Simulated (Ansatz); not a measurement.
## Pressure series in BN

The parent structure is BN in the zinc blende structure (space group F-43m, No. 216; a = 3.624 Å).

Cell and atoms are relaxed at each pressure.

The values are results of PBE (Ansatz, a quantum-chemistry and plane-wave program), no spin-orbit coupling, earlier PAW set, not measurements.

| case | width of the top valence band | volume per atom | electron mass |
|---|---|---|---|
| base | 6.45 eV | 5.95 Å³ | 0.91 mₑ along k, 0.30 mₑ across (at X) |
| pressure −2 GPa | 6.41 eV | 5.98 Å³ | 0.92 mₑ along k, 0.30 mₑ across (at X) |
| pressure −1 GPa | 6.43 eV | 5.97 Å³ | 0.92 mₑ along k, 0.30 mₑ across (at X) |
| pressure 0.3 GPa | 6.46 eV | 5.95 Å³ | 0.91 mₑ along k, 0.30 mₑ across (at X) |
| pressure 0.7 GPa | 6.46 eV | 5.94 Å³ | 0.91 mₑ along k, 0.30 mₑ across (at X) |
| pressure 1.5 GPa | 6.48 eV | 5.93 Å³ | 0.91 mₑ along k, 0.30 mₑ across (at X) |
| pressure 3 GPa | 6.51 eV | [?] | 0.91 mₑ along k, 0.30 mₑ across (at X) |
| pressure 5 GPa | 6.54 eV | 5.87 Å³ | 0.91 mₑ along k, 0.30 mₑ across (at X) |
| pressure 7.5 GPa | 6.59 eV | 5.83 Å³ | 0.91 mₑ along k, 0.30 mₑ across (at X) |
| pressure 10 GPa | 6.63 eV | [?] | 0.90 mₑ along k, 0.30 mₑ across (at X) |

Question: Some entries are withheld; estimate them.

Answer: 
- pressure 3 GPa, volume per atom: 5.90 Å³
- pressure 10 GPa, volume per atom: 5.80 Å³

The levels and masses belong to the bands next to the band gap. Load acts through the strain it causes; cell and atoms are relaxed under it. Masses are band curvatures over ±0.01 Å⁻¹ around the edge. Along k means along the line from Γ to the band edge. Stability against distortions was not tested. No other phases were tried under pressure.
